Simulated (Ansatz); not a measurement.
Take Rh in the fcc (Cu type) structure (space group Fm-3m, No. 225; a = 3.832 Å; relaxed with 0.1 eV smearing) as the base.

All numbers come from PBE in Ansatz (plane waves to 420 eV, PAW, scalar-relativistic without spin-orbit coupling).

Strains are applied to the cell and any free atomic positions relax.

One change was made to it. Results:

```csv
quantity,base,after
pressure,0.0 GPa,13.0 GPa
energy relative to the base (free energy F),0 meV/atom,+24 meV/atom
```

Task: Which of these changes matches the shifts?
A. isotropic strain +1.50 %
B. isotropic strain +2.50 %
C. isotropic strain −1.00 %
D. isotropic strain −1.50 %
E. isotropic strain −2.50 %

Result: D, isotropic strain −1.50 %. For comparison, the energy relative to the base in the other runs: isotropic strain +2.50 % gives +57 meV/atom; isotropic strain −2.50 % gives +70 meV/atom; isotropic strain +1.50 % gives +21 meV/atom; isotropic strain −1.00 % gives +10 meV/atom.

Whether these cells are dynamically stable was not tested. The final runs are not spin-polarised. Rh lies near a magnetic instability that expansion can trigger; it was not tested.

Ansatz is an electronic-structure program.
